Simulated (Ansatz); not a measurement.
# Pressure series in ZnSe

Take ZnSe in the zinc blende structure (space group F-43m, No. 216; a = 5.665 Å) as the base.

Cell and atoms are relaxed at each pressure.

Levels (all Ansatz, an electronic-structure program, PAW): r2SCAN (500 eV, spin-orbit coupling left out); HSE06 (420 eV, no SOC).

```
pressure (GPa)  band gap, r2SCAN (eV)  band gap, HSE06 (eV)
--------------  ---------------------  --------------------
-2                               1.73                  2.27
-1                               1.80                  2.35
0                                1.87                  2.42
0.3                              1.89                  2.44
0.7                              1.91                  2.47
1.5                                 ?                     ?
3                                2.05                  2.61
5                                2.16                  2.72
10                               2.39                  2.96
```

Problem. Fit E_g = E₀ + αP + βP² to the rows shown and predict the withheld row.

Solution. Least squares on the printed values gives 

- r2SCAN: E₀ = 1.87 eV, α = 65.2 meV/GPa, β = -1.3 meV/GPa² (largest residual 0.00 eV); this predicts 1.96 eV, and the run gives 1.96 eV, in agreement
- HSE06: E₀ = 2.42 eV, α = 68.6 meV/GPa, β = -1.5 meV/GPa² (largest residual 0.01 eV); this predicts 2.52 eV, and the run gives 2.52 eV, in agreement.

Single points use the geometry relaxed with r2SCAN. Load acts through the strain it causes; cell and atoms are relaxed under it. Stability against distortions was not tested. Tetrahedral semiconductors of this kind turn to denser phases somewhere between about 1 and 50 GPa; those were not computed, so compressed cells here can lie past the real transition.
